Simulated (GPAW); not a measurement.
A self-consistent single point of CaCo₂Si₂ (I4/mmm, 5 atoms in the cell) with GPAW.

Computed with PBEsol, GPAW PAW datasets PBEsol (made by gpaw-setup) (plane waves; GPAW).

```
CELL_PARAMETERS angstrom
     -1.93445     1.93445     4.93677
      1.93445    -1.93445     4.93677
      1.93445     1.93445    -4.93677
ATOMIC_POSITIONS crystal
  Ca 0.00000 0.00000 0.00000
  Co 0.25000 0.75000 0.50000
  Co 0.75000 0.25000 0.50000
  Si 0.63375 0.63375 0.00000
  Si 0.36625 0.36625 0.00000
```

Reference input (self-consistent single point, DFT LDA (Perdew-Wang 92), plane waves, GPAW PAW datasets LDA (gpaw-data 1.0.1)): mode = pw; ecut = 800 eV; xc = LDA; kpts = 8 8 8; mesh shift (steps) = 0 0 0; occupations.name = fermi-dirac; occupations.width = 0.1 eV; nbands = -9; convergence.forces = 0.001 eV/Å; symmetry.symmorphic = false; symmetry.tolerance = 0.0005; maxiter = 150. This run's input differs from it in these lines:

```diff
@@ -16,3 +16,3 @@
 calc = GPAW(mode={'name': 'pw', 'ecut': 800},
-            xc='LDA',
+            xc='PBEsol',
             kpts={'size': (8, 8, 8), 'gamma': True},
```

Its files differ too (potentials: GPAW PAW datasets PBEsol (made by gpaw-setup)).

Output (repeated stretches shortened):

```
     iter     time        total  log10-change:
                         energy   eigst   dens  force
iter:   1 --:--:--   -35.521134
iter:   2 --:--:--   -35.279002   -0.24  -1.18
iter:   3 --:--:--   -35.155826   -0.98  -1.26
iter:   4 --:--:--   -35.013204   -1.37  -1.33
iter:   5 --:--:--   -35.082653   -1.65  -1.67
iter:   6 --:--:--   -35.011902   -2.29  -1.77
iter:   7 --:--:--   -34.984207   -2.20  -2.13
iter:   8 --:--:--   -34.985578   -3.38  -2.63
iter:   9 --:--:--   -34.985100c  -3.92  -2.51
iter:  10 --:--:--   -34.983892c  -4.04  -2.82
iter:  11 --:--:--   -34.983955c  -5.40  -3.20
iter:  12 --:--:--   -34.983746c  -4.28  -3.16
iter:  13 --:--:--   -34.983728c  -6.06  -3.48
iter:  14 --:--:--   -34.983720c  -6.16  -3.64
iter:  15 --:--:--   -34.983720c  -6.86  -3.83
iter:  16 --:--:--   -34.983727c  -6.06  -3.89
iter:  17 --:--:--   -34.983726c  -7.63c -4.08c
iter:  18 --:--:--   -34.983712c  -6.56  -4.13c
iter:  19 --:--:--   -34.983715c  -7.29  -4.33c
iter:  20 --:--:--   -34.983719c  -7.43c -4.60c -2.41
iter:  21 --:--:--   -34.983718c  -8.44c -4.81c -3.12c
Converged after 21 iterations.

Dipole moment: (-0.000000, 0.000000, -0.000000) |e|*Ang

Energy contributions relative to reference atoms: (reference = -109968.666983)

Kinetic:        +36.755001
Potential:      -26.589832
External:        +0.000000
XC:             -44.297896
Entropy (-ST):   -0.075604
Local:           -0.813188
SIC:             +0.000000
--------------------------
Free energy:    -35.021520
Extrapolated:   -34.983718

Showing only first 2 kpts
 Kpt  Band  Eigenvalues  Occupancy
  0    16      7.98489    1.92544
  0    17      7.98489    1.92544
  0    18      8.19776    1.50893
  0    19      9.25386    0.00016

  1    16      7.47991    1.99950
  1    17      7.80779    1.98691
  1    18      8.61284    0.09233
  1    19      8.80695    0.01380

Fermi level: 8.31002

No gap
   [... lines left out ...]
Energy (eV): -34.983718

Forces in eV/Ang:
  0 Ca    0.00000    0.00000    0.00000
  1 Co    0.00000    0.00000    0.00000
  2 Co    0.00000   -0.00000    0.00000
  3 Si    0.00000    0.00000   -0.24148
  4 Si    0.00000   -0.00000    0.24148

Stress tensor:
     0.004248     0.000000    -0.000000
     0.000000     0.004248     0.000000
    -0.000000     0.000000     0.004862
Stress (GPa, Voigt): [ 0.6805  0.6805  0.779   0.     -0.      0.    ]
```

The run converged in 21 iterations. GPAW prints stress with tension positive. Against the reference run the pressure goes from -4.91 to -0.71 GPa and the largest force goes from 0.024 to 0.241 eV/Å.

The starting cell comes from a database of computed structures (which also holds hypothetical and non-ambient phases and stackings), without a prior relaxation at this level. Its lattice was rescaled by a random factor within 2.5 % of one. Spin polarisation is off.

Cost on one core of a shared machine: roughly 2 min.
